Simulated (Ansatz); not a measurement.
Start from SiO₂ in the rutile structure (space group P4_2/mnm, No. 136; a = 4.1945 Å, c = 2.6785 Å). Axes: x, y, z lie along a, b, c of the conventional cell.

Method: PBEsol (Ansatz, an electronic-structure program; PAW; 420 eV plane waves; without spin-orbit coupling).

Before the change:

The electron mass is 0.37 mₑ along c, 0.47 mₑ across (at Γ).

It is then changed as follows: compressive biaxial strain of 2.40 % in the plane normal to [001], as in epitaxy on a mismatched substrate; the out-of-plane cell vector and the atoms relax.

Task: What happens to the out-of-plane strain and electron mass?

Result: The out-of-plane strain is +1.36 %; the electron mass goes from 0.37 mₑ along c, 0.47 mₑ across (at Γ) to 0.36 mₑ out of plane, 0.51 mₑ in plane (at Γ).

The levels and masses belong to the bands next to the band gap. Effective masses come from finite differences of ±0.01 Å⁻¹. Stability against distortions was not tested.
